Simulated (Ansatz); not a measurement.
Data:

```
SnS2
1.0
    3.65376     0.00000     0.00000
   -1.82688     3.16425     0.00000
    0.00000     0.00000     5.31497
Sn S
1 2
Direct
  0.00000   0.00000   0.00000
  0.33333   0.66667   0.27350
  0.66667   0.33333   0.72650
```

Calculation: PBEsol+D3BJ with spin-orbit coupling, rigid bands (plane waves, PAW; Ansatz, a program for electronic structure). Condition of this run: uniaxial stress zz = 2 GPa (compression positive) (the target of the relaxation). Geometry: cell and atoms relaxed with PBEsol+d3bj, then loaded as said.

**Question.** What conductivity effective mass do dilute holes have at 300 K?

**Answer.** 1.97 (x), 1.97 (y), 0.21 (z) mₑ.

**Question.** Predict the electron conductivity mass (n e² τ/σ) at 300 K, by direction if it differs.

**Answer.** 0.33 (x), 0.33 (y), 0.25 (z) mₑ.

**Question.** And the band gap?

**Answer.** 0.63 eV at this level; semilocal functionals usually fall short of the measured gap.

Rigid bands, one relaxation time for all states, no polarons. Geometry: cell and atoms relaxed with PBEsol+D3(BJ).

PBEsol with a dispersion correction tends to overbind, so the cell can be several per cent short, in bad cases over ten, which usually narrows a gap: SnS2 under load (space group P-3m1).
